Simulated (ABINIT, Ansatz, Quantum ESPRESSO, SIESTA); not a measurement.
## HfC (Fm-3m, 2 atoms in the cell) computed with different codes at matched settings

Self-consistent single point.

```yaml
crystal:
  lattice:
    - [0.00000, 2.30602, 2.30602]
    - [2.30602, 0.00000, 2.30602]
    - [2.30602, 2.30602, 0.00000]
  atoms:
    - { symbol: Hf, position: [0.00000, 0.00000, 0.00000] }
    - { symbol: C, position: [0.50000, 0.50000, 0.50000] }
```

All programs got the same cell, k-point mesh and kind of occupations (in Ansatz's words: kpoints.mp_grid.grid = 10 10 10; scf.occupations.method = fermi_dirac; scf.occupations.width = 0.05 eV); potentials, basis and cutoffs are each program's usual ones.

```json
[
 {"code": "Ansatz", "model": "PBE, PAW files", "pressure (GPa)": "6.11", "k-points": "47", "cutoff": "420 eV"},
 {"code": "ABINIT", "model": "PBE, PAW (JTH v2.0 PBE PAW)", "pressure (GPa)": "6.02", "k-points": "47", "cutoff": "42 Ry"},
 {"code": "Quantum ESPRESSO", "model": "PBE, PSlibrary ultrasoft (PBE) pseudopotentials", "pressure (GPa)": "3.11", "k-points": "47", "cutoff": "55 Ry"},
 {"code": "SIESTA", "model": "GGA PBE, numerical atomic orbitals DZP, PseudoDojo PBE standard norm-conserving potentials (rewritten from UPF to PSML)", "pressure (GPa)": "8.59", "k-points": "560", "cutoff": "grid 300 Ry"}
]
```

The spread over the programs that give each value: pressure within 5.48 GPa.

The starting cell comes from a database of computed structures (which also holds hypothetical and non-ambient phases and stackings), without a prior relaxation at this level. Its lattice was rescaled by a random factor within 2.5 % of one. On Ansatz's run: Spin-orbit coupling is off. In the base run, with a pressure of about 6 GPa the cell is away from its equilibrium volume at this level.

Question: Why do the programs differ, and what cannot be compared?

Answer: Differences of this kind can come from the potentials, where these differ, and from what each basis and cutoff leave unconverged. The valence holds different numbers of electrons (Ansatz (a program for electronic structure) 30, ABINIT 16, Quantum ESPRESSO 16, SIESTA 16). The zero of total energies and Fermi levels follows the potentials and each program's conventions, so they are not compared here. SIESTA uses small atom-centred bases, whose incompleteness enters pressures, forces and empty levels differently from a plane-wave cutoff. Ansatz's pressure is given at a fixed set of plane waves, as the other plane-wave codes print theirs; with its correction for the finite basis it is 6.30 GPa. The programs reduce the same mesh by symmetry to different extents, which changes the work and not the result. In the pressure, Quantum ESPRESSO (by 2.91) and SIESTA (by 2.57) lie more than 1 GPa from the median of the plane-wave programs.

Left out of this page: GPAW, Elk and FLEUR (not drawn, or without a comparable value).

Keys are those of Ansatz 0.2.
